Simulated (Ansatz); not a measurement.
BeS (model structure, started from the CdTe type, P6₄22, No. 181, 6 atoms in the cell), treated with PBE-D3(BJ) in Ansatz (plane waves, PAW).

Input file:

Ansatz 0.2 input:
```yaml
crystal:
  lattice:
    - [3.4061106158, 0.0000002644, 0.0]
    - [-1.7030555369, 2.9497781892, 0.0]
    - [0.0, 0.0, 7.7192886515]
  atoms:
    - { symbol: Be, position: [0.0, 0.4999731934, 0.6666666667] }
    - { symbol: Be, position: [0.5000268066, 0.5000268066, 0.0] }
    - { symbol: Be, position: [0.4999731934, 0.0, 0.3333333333] }
    - { symbol: S, position: [0.0, 0.4999993155, 0.1666666667] }
    - { symbol: S, position: [0.5000006845, 0.5000006845, 0.5] }
    - { symbol: S, position: [0.4999993155, 0.0, 0.8333333333] }
basis:
  ecutwfc: 520
  ecutrho_ratio: 4
  xc_grid: 2
kpoints:
  mp_grid: { grid: [12, 12, 4] }
  band_path:
    path:
      - [0.0, 0.0, 0.0]
      - [0.05, 0.0, 0.0]
      - [0.1, 0.0, 0.0]
      - [0.15, 0.0, 0.0]
      - [0.2, 0.0, 0.0]
      - [0.25, 0.0, 0.0]
      - [0.3, 0.0, 0.0]
      - [0.35, 0.0, 0.0]
      - [0.4, 0.0, 0.0]
      - [0.45, 0.0, 0.0]
      - [0.5, 0.0, 0.0]
      - [0.466667, 0.066667, 0.0]
      - [0.433333, 0.133333, 0.0]
      - [0.4, 0.2, 0.0]
      - [0.366667, 0.266667, 0.0]
      - [0.333333, 0.333333, 0.0]
      - [0.305556, 0.305556, 0.0]
      - [0.277778, 0.277778, 0.0]
      - [0.25, 0.25, 0.0]
      - [0.222222, 0.222222, 0.0]
      - [0.194444, 0.194444, 0.0]
      - [0.166667, 0.166667, 0.0]
      - [0.138889, 0.138889, 0.0]
      - [0.111111, 0.111111, 0.0]
      - [0.083333, 0.083333, 0.0]
      - [0.055556, 0.055556, 0.0]
      - [0.027778, 0.027778, 0.0]
      - [0.0, 0.0, 0.166667]
      - [0.0, 0.0, 0.333333]
      - [0.0, 0.0, 0.5]
      - [0.05, 0.0, 0.5]
      - [0.1, 0.0, 0.5]
      - [0.15, 0.0, 0.5]
      - [0.2, 0.0, 0.5]
      - [0.25, 0.0, 0.5]
      - [0.3, 0.0, 0.5]
      - [0.35, 0.0, 0.5]
      - [0.4, 0.0, 0.5]
      - [0.45, 0.0, 0.5]
      - [0.5, 0.0, 0.5]
      - [0.466667, 0.066667, 0.5]
      - [0.433333, 0.133333, 0.5]
      - [0.4, 0.2, 0.5]
      - [0.366667, 0.266667, 0.5]
      - [0.333333, 0.333333, 0.5]
      - [0.305556, 0.305556, 0.5]
      - [0.277778, 0.277778, 0.5]
      - [0.25, 0.25, 0.5]
      - [0.222222, 0.222222, 0.5]
      - [0.194444, 0.194444, 0.5]
      - [0.166667, 0.166667, 0.5]
      - [0.138889, 0.138889, 0.5]
      - [0.111111, 0.111111, 0.5]
      - [0.083333, 0.083333, 0.5]
      - [0.055556, 0.055556, 0.5]
      - [0.027778, 0.027778, 0.5]
      - [0.5, 0.0, 0.333333]
      - [0.5, 0.0, 0.166667]
      - [0.333333, 0.333333, 0.333333]
      - [0.333333, 0.333333, 0.166667]
    npoints: 1
hamiltonian:
  xc: pbe
  dispersion: d3bj
  pseudopotentials: { kind: paw }
scf:
  occupations: { method: fermi_dirac, width: 0.01 }
  convergence: { dr2_threshold: 0.0000000006 }
output:
  forces: true
  stress: true
  eigenvalues: true
  write_bands: true
```

From the output:

```
Crystal: 6 atoms, lattice volume = 77.558 Å³
Basis set: ecut = 520 eV, 2069 PW (Γ), exchange–correlation on 54×54×120 points (8 copies of the dense FFT grid, shifted against one another)
Bands: 18, of which v1, the nominal top of the filled ones, is band 12 counted from 1 (11 counted from 0)
Symmetry: 6 space group operations
Space group: P3121 (ITA 152), of the structure as read, at distance tolerance 4.3e-5 Å
k-points: 69 of 576 (time reversal used)
Functional: x = pbe(κ = 0.804, μ = 0.2195149727645171), c = pbe(β = 0.06672455060314922)
SCF iter   1: F=—  HF=-2990.911943 eV  |F-HF|=—  |Δ(HF+E_count)|=         —  Δρ=2.02e-3  dr2=1.99e-3
SCF iter   2: F=—  HF=-2990.910865 eV  |F-HF|=—  |Δ(HF+E_count)|=   1.08e-3  Δρ=1.09e-3  dr2=4.89e-4
  ...
SCF iter   7: F=—  HF=-2990.911146 eV  |F-HF|=—  |Δ(HF+E_count)|=   2.76e-8  Δρ=3.35e-6  dr2=1.02e-8
SCF iter   8: F=-2990.911146 eV  HF=-2990.911146 eV  |F-HF|=1.81e-10  |Δ(HF+E_count)|=   3.44e-9  Δρ=5.49e-7  dr2=2.80e-10
SCF 1 converged in 8 iterations: F = -2990.911146 eV  dr2 = 2.80e-10
SCF converged after 8 iterations
Free energy (F): -2990.911146 eV
Internal energy: -2990.911146 eV  (E = F + TS)
E sigma→0 (E₀):  -2990.911146 eV
Fermi energy:    8.415174 eV
--- Stress (GPa, compression-positive) ---
        0.005864      -0.000000      -0.000000
       -0.000000       0.005864       0.000000
       -0.000000       0.000000      -0.016961
  P = ⅓ Tr σ = -0.0017 GPa (-0.017 kbar)
```

Note: the relaxation could raise the start's symmetry but not lower it, so the cell can be a saddle point.

Cost on a shared machine: roughly 10 core-seconds.

A model structure was made by putting elements into a prototype or built by hand; it is no filed structure, need not be a known phase, and can be a saddle point held by its symmetry.

Ansatz is an electronic-structure program.
